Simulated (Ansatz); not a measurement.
The starting structures come from a database of crystals and need not be the phases stable at ambient conditions.

 Where the default PAW files enter, the runs use the earlier of Ansatz's two default sets.

Tunnelling through a barrier is set by its complex band structure: the current falls as exp(−2κd) with the smallest κ.

Here is the system:

```yaml
crystal:
  lattice:
    - [4.29292, 0.23860, 0.00000]
    - [1.65807, 3.96698, 0.00000]
    - [0.00000, 0.00000, 12.94735]
  atoms:
    - { symbol: Hg, position: [0.15979, 0.15979, 0.49809] }
    - { symbol: Hg, position: [0.84021, 0.84021, 0.99809] }
    - { symbol: I, position: [0.10996, 0.10996, 0.85948] }
    - { symbol: I, position: [0.89004, 0.89004, 0.35948] }
    - { symbol: Br, position: [0.41171, 0.41171, 0.63042] }
    - { symbol: Br, position: [0.58829, 0.58829, 0.13042] }
```

Space group of this cell: Cmc2_1. The cell was relaxed by PBE-D3(BJ).

Transport runs along the normal of the first two printed cell vectors.

No gap correction and no spin-orbit coupling; mid-gap values are interpolated between computed energies.

State the band gap and the smallest decay constant κ at mid-gap according to r2SCAN (Ansatz, a first-principles code).

Gap 2.36 eV on a 8×8×4 mesh; κ = 0.231 1/Å, at the zone centre.
